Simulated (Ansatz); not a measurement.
The reference is Mo in the bcc (W type) structure (space group Im-3m, No. 229; relaxed with 0.1 eV smearing).

```
CELL_PARAMETERS angstrom
     -1.57548     1.57548     1.57548
      1.57548    -1.57548     1.57548
      1.57548     1.57548    -1.57548
ATOMIC_POSITIONS crystal
  Mo 0.00000 0.00000 0.00000
```

Calculations: plane-wave PAW DFT at the r2SCAN level (Ansatz, a quantum-chemistry and plane-wave program, 500 eV), scalar-relativistic without spin-orbit coupling.

Base values:

| Quantity | Result |
|---|---|
| Pressure | 0.0 GPa |
| Band gap | zero |

Now apply this change: the cell is scaled by 1.0371 in all directions; the atoms relax in the strained cell.

Q: Predict the new energy relative to the base, pressure and band gap.

A: The energy increases by 146 meV/atom; the pressure goes from zero to -23.6 GPa; the band gap stays zero.

Whether these cells are dynamically stable was not tested. The final runs are not spin-polarised.
